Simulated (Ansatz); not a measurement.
Results of PBEsol (Ansatz, a first-principles code, PAW) for C11b MoSi₂.

Numerical settings: plane-wave cutoff 520 eV, 24×24×24 k mesh, Fermi–Dirac smearing 0.05 eV, no spin polarisation, scalar-relativistic PAW data made under PBE.

Energies at three volumes about the minimum:

```
V (Å³/atom)  E − E_lowest (meV/atom)
-----------  -----------------------
13.001                          3.75
13.266                          0.00
13.531                          3.50
```

Task: Fit a parabola by hand: where is the minimum, and what is the bulk modulus?

Result: Slopes: (0.00 − 3.75)/(13.266 − 13.001) = -14.151 and (3.50 − 0.00)/(13.531 − 13.266) = 13.208 meV/Å³. Curvature E″ = 2 × (13.208 − (-14.151))/(13.531 − 13.001) = 103.242 meV/Å⁶. From the middle of the first interval, the slope vanishes at V0 = 13.1335 − (-14.151)/103.242 = 13.271 Å³/atom. B = V0 E″ = 13.271 × 103.242 meV/Å³ × 0.1602 GPa per meV/Å³ = 220 GPa. The full Birch–Murnaghan fit to all volumes gives V0 = 13.266 Å³/atom and B0 = 219 GPa.

Shape and atoms are relaxed at each volume.

Measured, for comparison: bulk modulus 222 ± 2 GPa (room temperature, not corrected to a static lattice, B' = 4; as tabulated in Structural stability of MoSi2 and Mo5Si3 under high pressure, Chin. Phys. B 26 …). Computed less measured: bulk modulus -1.4 %.
